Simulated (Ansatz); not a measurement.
We consider TaO2F (P4₂/mmc, No. 131, 8 atoms in the cell; start mp-33997), described by r²SCAN+SOC (plane waves, PAW; Ansatz, a program for electronic structure).

Run with plane-wave cutoff 560 eV, 8×8×6 k mesh (along the axes of the cell as run), Fermi–Dirac smearing 0.01 eV, PAW data made under PBE.

Cell (relaxed with PBEsol):

```yaml
crystal:
  lattice:
    - [3.94265, 0.00000, 0.00000]
    - [0.00000, 3.94265, 0.00000]
    - [0.00000, 0.00000, 7.70928]
  atoms:
    - { symbol: Ta, position: [0.00000, 0.00000, 0.00000] }
    - { symbol: Ta, position: [0.00000, 0.00000, 0.50000] }
    - { symbol: O, position: [0.00000, 0.00000, 0.25000] }
    - { symbol: O, position: [0.00000, 0.00000, 0.75000] }
    - { symbol: O, position: [0.50000, 0.00000, 0.00000] }
    - { symbol: O, position: [0.00000, 0.50000, 0.50000] }
    - { symbol: F, position: [0.00000, 0.50000, 0.00000] }
    - { symbol: F, position: [0.50000, 0.00000, 0.50000] }
```

Task: Estimate the band gap and smallest direct gap on the k points sampled that the calculation returns.

Result: 
* **band gap**: 2.46 eV (indirect)
* **smallest direct gap on the k points sampled**: 2.87 eV

Note: cell and atoms aren't relaxed at this level (pressure -0.4 GPa).

Static lattice: no zero-point or thermal effects.

Computing time: very roughly 8 core-minutes.

A start named mp-… is a Materials Project structure, which need not be a measured phase.
